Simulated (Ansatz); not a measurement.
# A constructed model of the (111) surface of fcc Ag, (√3x√3)R30° surface alloy, Ga on one Ag site of the top plane (bottom of the slab: a bare face, its two planes held)

The numbers are results of PBE (plane waves to 420 eV, PAW; Ansatz, a quantum-chemistry and plane-wave program), not measurements.

Set-up: 18 atoms, 11.9 Å thick at the start with caps and adatoms (thin: gaps and levels are the slab's own); mesh 9x9x1; 0.1 eV smearing; dipole correction on; 6 atoms held, the rest relaxed; symmetry of the start imposed; no spin, no spin-orbit, no U. It is one candidate, not shown to be the stable structure of the face.

| Quantity | Result |
|---|---|
| work function of the top face | 4.42 eV |
| energy released by relaxation | 0.011 eV |
| cost | very roughly 3 core-minutes |
